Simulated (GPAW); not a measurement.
Checking a run of GPAW on YMg7 (P-6m2, 8 atoms in the cell). The aim is a self-consistent single point with DFT PBEsol, plane waves, GPAW PAW datasets PBEsol (made by gpaw-setup).

Cell that was meant: a = 6.5861 Å, b = 6.5861 Å, c = 5.1544 Å, α = 90.00°, β = 90.00°, γ = 120.00°.

Part of the input:

```python
            xc='PBEsol',
            kpts=(3, 3, 3),
            occupations=FermiDirac(0.1),
            nbands=41,
            convergence={'density': 1e-05},
            symmetry={'symmorphic': False, 'tolerance': 0.0005},
            maxiter=120,
```

Output, abridged:

```
Input parameters:
  convergence: {density: 1e-05}
  kpts: [3 3 3]
  maxiter: 120
  mode: {ecut: 800.0,
         name: pw}
  nbands: 41
   [... lines left out ...]
   7 Mg     3.293033    1.901230    2.577220    ( 0.0000,  0.0000,  0.0000)

Unit cell:
           periodic     x           y           z      points  spacing
  1. axis:    yes    6.586060    0.000000    0.000000    45     0.1267
  2. axis:    yes   -3.293030    5.703695    0.000000    45     0.1267
  3. axis:    yes    0.000000    0.000000    5.154440    35     0.1473

  Lengths:   6.586060   6.586060   5.154440
  Angles:   90.000000  90.000000 120.000001

Effective grid spacing dv^(1/3) = 0.1398
     iter     time        total  log10-change:
                         energy   eigst   dens
iter:   1 --:--:--   -17.907404
iter:   2 --:--:--   -17.965422   -0.30  -1.48
iter:   3 --:--:--   -17.827367   -0.69  -1.52
iter:   4 --:--:--   -17.871031   -1.22  -1.74
iter:   5 --:--:--   -18.110886   -0.78  -1.80
iter:   6 --:--:--   -17.787686   -1.61  -1.79
iter:   7 --:--:--   -17.795725   -2.08  -2.51
iter:   8 --:--:--   -17.806996c  -2.82  -2.50
iter:   9 --:--:--   -17.786792c  -2.60  -2.46
iter:  10 --:--:--   -17.787042c  -3.08  -2.90
iter:  11 --:--:--   -17.787097c  -2.96  -3.10
   [... lines left out ...]
iter:  30 --:--:--   -17.787403c  -6.12  -5.08c
iter:  31 --:--:--   -17.787402c  -6.53  -4.84
iter:  32 --:--:--   -17.787402c  -6.62  -4.87
iter:  33 --:--:--   -17.787403c  -7.02  -5.04c
iter:  34 --:--:--   -17.787402c  -7.04  -4.91
iter:  35 --:--:--   -17.787402c  -7.17  -4.95
iter:  36 --:--:--   -17.787402c  -7.12  -5.11c
iter:  37 --:--:--   -17.787402c  -7.22  -5.07c
iter:  38 --:--:--   -17.787405c  -7.01  -5.08c
iter:  39 --:--:--   -17.787405c  -7.29  -5.33c
iter:  40 --:--:--   -17.787404c  -7.19  -5.39c
iter:  41 --:--:--   -17.787404c  -7.54c -5.37c
Converged after 41 iterations.

Dipole moment: (-7.700225, 4.445727, -0.000000) |e|*Ang

Energy contributions relative to reference atoms: (reference = -130101.236042)

Kinetic:        -11.297498
Potential:      +20.636109
External:        +0.000000
XC:             -26.587843
Entropy (-ST):   -0.101613
Local:           -0.487366
SIC:             +0.000000
--------------------------
Free energy:    -17.838211
Extrapolated:   -17.787404

Showing only first 2 kpts
 Kpt  Band  Eigenvalues  Occupancy
  0    38      2.29619    2.00000
  0    39      2.79315    1.99999
  0    40      3.29078    1.99856

  1    38      2.48769    2.00000
  1    39      2.84310    1.99998
  1    40      3.66816    1.93924

Fermi level: 4.01447

No gap
   [... lines left out ...]
  3 Mg    0.05911   -0.03413    0.00000
  4 Mg   -0.04020    0.02321    0.00000
  5 Mg    0.04020    0.02321    0.00000
  6 Mg    0.00000   -0.04642    0.00000
  7 Mg   -0.00000   -0.00000    0.00000

Stress tensor:
     0.002266     0.000000     0.000000
     0.000000     0.002266     0.000000
     0.000000     0.000000     0.004254
Stress (GPa, Voigt): [0.363  0.363  0.6816 0.     0.     0.    ]
```

Q: Is anything amiss in this input, and did it matter?

A: The run is not sound. The fault is too few bands. Each band holds two electrons without spin (one with spinors), and smearing needs some empty bands above the Fermi level. To fix it, raise the band count or leave it to the default. The run converged in 41 iterations without an error; against the sound input the free energy rises by 8.5 meV/atom, the pressure moves little (-0.45 to -0.47 GPa) and the largest force goes from 0.053 to 0.068 eV/Å.

The sound input it was made from differs as follows (other fixes are possible):
```diff
-            nbands=41,
+            nbands=-16,
```

With that input, the run converged in 24 iterations: free energy E − TS (from the program's reference atoms) -17.9060 eV; Fermi level (on the code's own zero) 3.93 eV; pressure -0.45 GPa; largest force (vector length) 0.053 eV/Å (DFT PBEsol, plane waves, GPAW PAW datasets PBEsol (made by gpaw-setup)).

On the sound input: the starting cell comes from a database of computed structures (which also holds hypothetical and non-ambient phases and stackings), without a prior relaxation at this level. Without a gap this mesh is coarse (it stands for a supercell whose shortest vector is 15 Å).
